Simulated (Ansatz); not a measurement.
Start from SnSe2 in the CdI2 type structure (space group P-3m1, No. 164; a = 3.826 Å, c = 6.231 Å; layered, stacked along the Cartesian z axis).

Calculations: r2SCAN+rVV10 in Ansatz (plane waves to 500 eV, PAW, no spin-orbit coupling).

Base values:

```
Quantity              Result
-------------------  -------
Band gap             0.94 eV
Smallest direct gap  1.49 eV
```

Perturbation: a free-standing slab of 2 layers (6 atoms, 3 a layer) is cut normal to the stacking axis, with 15 Å of vacuum and the in-plane cell relaxed.

### Question
What does the calculation give for the band gap after the change?

### Answer
The band gap grows by 0.06 eV to 1.00 eV.

### Question
What does the calculation give for the gap character after the change?

### Answer
The gap character comes out as indirect, Γ–M (25 % along) → M.

### Question
What does the calculation give for the smallest direct gap after the change?

### Answer
The smallest direct gap decreases by 0.19 eV to 1.30 eV.

No phonon test of stability was made.

Ansatz is a quantum-chemistry and plane-wave program.
